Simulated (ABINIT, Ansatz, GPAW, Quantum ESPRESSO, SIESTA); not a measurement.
Code comparison for ZrBeB (P-6m2, 3 atoms in the cell)

Self-consistent single point, at a second geometry (lattice scaled by 0.98). First geometry:

```yaml
crystal:
  lattice:
    - [3.41327, 0.00000, 0.00000]
    - [-1.70663, 2.95598, 0.00000]
    - [0.00000, 0.00000, 3.49602]
  atoms:
    - { symbol: Zr, position: [0.00000, 0.00000, 0.00000] }
    - { symbol: Be, position: [0.33333, 0.66667, 0.50000] }
    - { symbol: B, position: [0.66667, 0.33333, 0.50000] }
```

Shared settings, as Ansatz (an electronic-structure program) writes them: kpoints.mp_grid.grid = 11 11 9; scf.occupations.method = gaussian; scf.occupations.width = 0.1 eV. Potentials and cutoffs stand in the table.

| code | model | ΔF from the first geometry (meV/atom) | pressure (GPa) | cutoff |
|---|---|---|---|---|
| GPAW | PBEsol, GPAW PAW datasets PBEsol (made by gpaw-setup) | 4.5 | – | 900 eV |
| Ansatz | PBEsol, PAW files made with PBE | 5.9 | 7.23 | 420 eV |
| Quantum ESPRESSO | PBEsol, PseudoDojo standard norm-conserving (PBESOL) pseudopotentials | 7.2 | 7.62 | 90 Ry |
| SIESTA | GGA PBEsol, numerical atomic orbitals DZP, PseudoDojo PBEsol standard norm-conserving potentials (rewritten from UPF to PSML) | 6.6 | 7.43 | grid 400 Ry |
| ABINIT | PBEsol, PAW (JTH v2.0 PBE PAW, files made for PBE) | 5.8 | 7.05 | 40 Ry |

A dash marks a value that a program does not give, or that is left out as unsure.

The spread over the programs that give each value: ΔF from the first geometry within 2.7 meV/atom; pressure within 0.57 GPa.

SIESTA uses small atom-centred bases, whose incompleteness enters pressures, forces and empty levels differently from a plane-wave cutoff. Ansatz's pressure is given at a fixed set of plane waves, as the other plane-wave codes print theirs; with its correction for the finite basis it is 7.27 GPa. The pressure of GPAW is left out: its cutoff lies under the one at which its stress was checked.

The starting cell comes from a database of computed structures (which also holds hypothetical and non-ambient phases and stackings), without a prior relaxation at this level. For this run, on top of that: lattice scaled by 0.98.

Left out of this page: Elk and FLEUR (not drawn, or without a comparable value).

Keys are those of Ansatz 0.2.
